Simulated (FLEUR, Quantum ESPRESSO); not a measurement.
A FLEUR input for a self-consistent single point of MgS (Fm-3m, 2 atoms in the cell) (DFT, PBE, all-electron FLAPW (FLEUR), scalar-relativistic valence):

Input of the input generator:

```
MgS FLAPW
&input film=f /
0.0000000000 4.9496557033 4.9496557033
4.9496557033 -0.0000000000 4.9496557033
4.9496557033 4.9496557033 0.0000000000
1.0
1.0 1.0 1.0

2
12 0.0000000000 0.0000000000 0.0000000000
16 0.5000000000 0.5000000000 0.5000000000

&comp jspins=1 /
&kpt div1=7 div2=7 div3=7 /
&end /
```

```xml
<?xml version="1.0" encoding="UTF-8" standalone="no"?>
<fleurInput fleurInputVersion="0.39">
   <comment>
      MgS FLAPW                                                                                           
   </comment>
   <calculationSetup>
      <cutoffs Kmax="4.3" Gmax="12.9" GmaxXC="12.9" numbands="0"/>
      <scfLoop itmax="100" minDistance="0.00001" maxIterBroyd="15" imix="Anderson" alpha="0.05" precondParam="0.0" spinf="2.0"/>
      <coreElectrons ctail="T" frcor="F" kcrel="0" coretail_lmax="0"/>
      <xcFunctional name="pbe" relativisticCorrections="F"/>
      <magnetism jspins="1"/>
      <soc l_soc="F" theta="0.0" phi="0.0" spav="F"/>
      <expertModes spex="0" secvar="F"/>
      <geometryOptimization l_f="T" forcealpha="1.0" forcemix="BFGS" epsdisp="0.00001" epsforce="0.00001"/>
      <ldaU l_linMix="F" mixParam="0.05" spinf="1.0"/>
   </calculationSetup>
   <cell>
      <bzIntegration valenceElectrons="16.0" mode="hist" fermiSmearingEnergy="0.00073499">
         <kPointListSelection listName="default-1"/>
         <!-- k-points included here -->
         <xi:include xmlns:xi="http://www.w3.org/2001/XInclude" href="kpts.xml"> </xi:include>
      </bzIntegration>
      <!-- symmetry operations included here -->
      <xi:include xmlns:xi="http://www.w3.org/2001/XInclude" href="sym.xml"> </xi:include>
      <bulkLattice scale="1.0">
         <bravaisMatrix>
            <row-1>    0.0000000000000000     4.9496557033000004     4.9496557033000004</row-1>
            <row-2>    4.9496557033000004     0.0000000000000000     4.9496557033000004</row-2>
            <row-3>    4.9496557033000004     4.9496557033000004     0.0000000000000000</row-3>
         </bravaisMatrix>
      </bulkLattice>
   </cell>
   <atomSpecies>
      <species name="Magnesium (Mg)" element="Mg" atomicNumber="12">
         <mtSphere radius="2.31" gridPoints="797" logIncrement="0.014"/>
         <atomicCutoffs lmax="10" lnonsphr="8"/>
         <electronConfig flipSpins="F">
            <coreConfig>(1s1/2)</coreConfig>
            <valenceConfig>(2s1/2) (2p1/2) (2p3/2) (3s1/2)</valenceConfig>
         </electronConfig>
         <energyParameters s="3" p="3" d="3" f="4"/>
         <lo type="SCLO" l="0" n="2" eDeriv="0"/>
         <lo type="SCLO" l="1" n="2" eDeriv="0"/>
      </species>
      <species name="Sulfur (S)" element="S" atomicNumber="16">
         <mtSphere radius="2.31" gridPoints="797" logIncrement="0.015"/>
         <atomicCutoffs lmax="10" lnonsphr="8"/>
         <electronConfig flipSpins="F">
            <coreConfig>(1s1/2) (2s1/2) (2p1/2) (2p3/2)</coreConfig>
            <valenceConfig>(3s1/2) (3p1/2) (3p3/2)</valenceConfig>
            <stateOccupation state="(3p1/2)" spinUp="0.6666666666667" spinDown="0.6666666666667"/>
            <stateOccupation state="(3p3/2)" spinUp="1.3333333333333" spinDown="1.3333333333333"/>
         </electronConfig>
         <energyParameters s="3" p="3" d="3" f="4"/>
      </species>
   </atomSpecies>
   <atomGroups>
      <atomGroup species="Magnesium (Mg)">
         <relPos label="                   1">.0000000000 .0000000000 .0000000000</relPos>
         <force calculate="T" relaxXYZ="TTT"/>
      </atomGroup>
      <atomGroup species="Sulfur (S)">
         <relPos label="                   2">1.000/2.000 1.000/2.000 1.000/2.000</relPos>
         <force calculate="T" relaxXYZ="TTT"/>
      </atomGroup>
   </atomGroups>
   <output dos="F" band="F" slice="F">
      <checks vchk="F" cdinf="F"/>
      <bandDOS minEnergy="-.5*Htr" maxEnergy="0.5*Htr" sigma="0.015" storeEVData="T"/>
      <vacuumDOS vacdos="F" integ="F" star="F" nstars="0" locx1="0.0" locy1="0.0" locx2="0.0" locy2="0.0" nstm="0" tworkf="0.0"/>
      <unfoldingBand unfoldBand="F" supercellX="1" supercellY="1" supercellZ="1"/>
      <plotting iplot="0" polar="F">
         <plot TwoD="T" vec1="  1.0  0.0  0.0" vec2="  0.0  1.0  0.0" vec3="  0.0  0.0  1.0" zero="  0.0  0.0  0.0" file="plot"/>
      </plotting>
      <chargeDensitySlicing numkpt="0" minEigenval="0.0" maxEigenval="0.0" nnne="0" pallst="F"/>
      <specialOutput eonly="F"/>
      <magneticCircularDichroism mcd="F" energyLo="-10.0" energyUp="0.0"/>
   </output>
  <!-- We include the file relax.xml here to enable relaxations (see documentation) -->
  <xi:include xmlns:xi="http://www.w3.org/2001/XInclude" href="relax.xml"> <xi:fallback/> </xi:include>
</fleurInput>
```

Question: Write the same calculation as an input for Quantum ESPRESSO.

Answer: This is the input that was run; spellings and numerical settings could be chosen otherwise.

```fortran
&CONTROL
   calculation = 'scf',
   prefix = 'pwscf',
   outdir = './tmp',
   pseudo_dir = './',
   tprnfor = .true.,
   tstress = .true.,
/
&SYSTEM
   ibrav = 2,
   A = 5.23849000,
   nat = 2,
   ntyp = 2,
   ecutwfc = 40,
   ecutrho = 320,
   occupations = 'smearing',
   smearing = 'fd',
   degauss = 0.00147,
/
&ELECTRONS
   conv_thr = 1.0d-10,
   mixing_beta = 0.7,
/
ATOMIC_SPECIES
Mg    24.3050  Mg.pbe-n-kjpaw_psl.0.3.0.UPF
S     32.0600  s_pbe_v1.4.uspp.F.UPF
ATOMIC_POSITIONS {angstrom}
Mg    0.00000000    0.00000000    0.00000000
S    -2.61924500    2.61924500    2.61924500
K_POINTS {automatic}
7 7 7  0 0 0
```

Basis settings and potentials, where a program has them, do not carry over. This input uses DFT, PBE, plane waves, SSSP 1.1.2 efficiency (PBE) pseudopotentials. Both were run: gap on the mesh 2.962 eV in FLEUR and 2.937 in Quantum ESPRESSO.

On FLEUR: the starting cell comes from a database of computed structures (which also holds hypothetical and non-ambient phases and stackings), without a prior relaxation at this level. Its lattice was rescaled by a random factor within 2.5 % of one. Values depend on the basis (sphere radii, cutoffs, local orbitals), which need not be converged.

On Quantum ESPRESSO: the starting cell comes from a database of computed structures (which also holds hypothetical and non-ambient phases and stackings), without a prior relaxation at this level. Its lattice was rescaled by a random factor within 2.5 % of one.
